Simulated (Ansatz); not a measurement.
Functionals compared on NH3 on the 1x1 (111) surface of fcc Ni, ferromagnetic, one in a 2x2 cell, started at the site 'bridge Ni-Ni (span 2.5 Å)', in Ansatz (plane waves, PAW). The structure was relaxed with PBE; the other rows are single points on it, each with its references at the same level. Cutoff 420 eV.

Slab: 20 atoms, 6.0 Å thick at the start under the adsorbate (thin: gaps and levels are the slab's own); k 7x7x1, smearing 0.1 eV, dipole-corrected; 8 atoms held, the rest relaxed; no symmetry held; spin-polarised, no spin-orbit, no U, no dispersion correction. At the end it is bonded to Ni. In PBE it is, or lies within 0.03 eV of, the lowest of the starts that converged. These notes are the PBE run's. Adsorption energies are against NH3(g). A negative adsorption energy means that the adsorbate is more stable on the surface than in its reference.

```csv
functional,adsorption energy (eV),work function of the top face (eV),change of the work function (eV),magnetic moment of the cell (μB),rough cost of the single point
PBE,-0.48,2.33,-2.75,10.39,–
RPBE,(withheld),(withheld),(withheld),10.50,about 10 core-minutes (a rough figure)
```

Q: Some entries are withheld; supply them.

A: 
- RPBE, adsorption energy (eV): -0.19
- RPBE, work function of the top face (eV): 2.24
- RPBE, change of the work function (eV): -2.66

Ansatz is a program for electronic structure.
